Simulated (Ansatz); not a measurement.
The reference is BN in the zinc blende structure (space group F-43m, No. 216; a = 3.605 Å).

The other end (x = 1) is BAs in the zinc blende structure (space group F-43m, No. 216): 13.55 Å³/atom, gap 1.08 eV.

Calculations: PBEsol (Ansatz, a first-principles code), no SOC, earlier PAW set.

As replaces a fraction x of N; each row is one arrangement (x, atoms in the cell, starting space group or random), fully relaxed.

One change was made to it. Results:

```tsv
quantity	base	after
band gap	4.29 eV	zero
mixing energy (to 0.01 eV only: unlike meshes or grids)	–	+0.53 eV/atom
volume per atom	5.86 Å³	9.32 Å³
```

Q: Name the change that was made.
A. x(As) = 0.5, 8 atoms, Pmn2_1
B. x(As) = 0.5, 8 atoms, P-4m2
C. x(As) = 0.75, 8 atoms, R3m
D. x(As) = 0.333, 6 atoms, P3m1
E. x(As) = 0.333, 6 atoms, I-4m2

A: A, x(As) = 0.5, 8 atoms, Pmn2_1. For comparison, the mixing energy in the other runs: x(As) = 0.333, 6 atoms, I-4m2 gives +0.618 eV/atom; x(As) = 0.5, 8 atoms, P-4m2 gives +0.635 eV/atom; x(As) = 0.75, 8 atoms, R3m gives +0.48 eV/atom; x(As) = 0.333, 6 atoms, P3m1 gives +0.69 eV/atom.

These are small ordered cells, not random alloys; other orderings at the same x differ. No phonon test of stability was made. The final runs are not spin-polarised. A zero or small gap of B2AsN and B4As3N can be the functional's error rather than a property of the material.
